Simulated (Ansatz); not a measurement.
The parent structure is FeNi$_{3}$ in the Cu3Au type structure (space group Pm-3m, No. 221; ferromagnetic).

```
FeNi3
1.0
    3.51425     0.00000     0.00000
    0.00000     3.51425     0.00000
    0.00000     0.00000     3.51425
Ni Fe
3 1
Direct
  0.00000   0.50000   0.50000
  0.50000   0.50000   0.00000
  0.50000   0.00000   0.50000
  0.00000   0.00000   0.00000
```

Calculations: Ansatz (a program for electronic structure), r2SCAN, PAW, cutoff 500 eV, no spin-orbit coupling.

One change was made to it. Results:

The density increases by 0.012 g/cm³, from 8.87 g/cm³ to 8.89 g/cm³; the band gap stays zero; the magnetic state remains ferromagnetic.

Task: Name the change that was made.
(A) pressure 0.3 GPa
(B) pressure 7.5 GPa
(C) pressure 5 GPa
(D) pressure 3 GPa

Result: A, pressure 0.3 GPa. For comparison, the density in the other runs: pressure 3 GPa gives 9.00 g/cm³; pressure 5 GPa gives 9.07 g/cm³; pressure 7.5 GPa gives 9.17 g/cm³.

The magnetic state is the one reached from the starting moments; the real material's order can differ, and small cells can't hold many antiferromagnetic ones. Load acts through the strain it causes; cell and atoms are relaxed under it. No phonon test of stability was made. Competing high-pressure phases were not computed.
